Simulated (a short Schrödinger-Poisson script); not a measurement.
System: MOS inversion layer, SiO2 on p-type Ge(111), at 300 K.

```tsv
layer	material	thickness (nm)	Na (cm⁻³)
1	SiO2	2.1	-
2	Ge	200	4.3e18
```

Constants are typed, rounded textbook-type inputs, not results; the design itself was drawn at random and stands for no fabricated device. SiO2: permittivity 3.9, conduction-band edge (eV) 3.1, gap (eV) 9, electron mass (mₑ) 0.5. Ge: permittivity 16, conduction-band edge (eV) 0, gap (eV) 0.664, Nv at 300 K (cm⁻³) 6e18.

Channel valleys (confinement mass, in-plane density-of-states mass, number): L1 1.59, 0.08, 1; L3 0.09, 0.34, 3. At the gate the conduction-band edge of layer 1 lies 3.26 eV − eVg above the Fermi level of the channel; the field vanishes at the back. Gaps are held at their typed values at every temperature. Mesh 0.03 nm at interfaces.

Solved with a short Schrödinger-Poisson script written for these runs: 1D Poisson equation in equilibrium, electrons quantum, Hartree (BenDaniel-Duke, 12 states a valley, the channel's in-plane mass for all, wave functions free to enter the dielectric), parabolic valleys, classical holes, full ionisation, no traps, pinning or gate leakage.

At Vg = 2.3 V the centroid of the electrons lies 1.27 nm from the interface.

Task: Estimate the gate capacitance as the dielectric in series with that distance, and compare.

Result: The dielectric alone has 1.64 μF/cm²; in series with 1.27 nm of the channel's permittivity, 1.43 μF/cm²; the run gives 1.42 μF/cm². The estimate leaves out the density-of-states capacitance and the centroid's move with voltage. Only the L valleys are kept; under strong confinement the Δ valleys of Ge fill too.
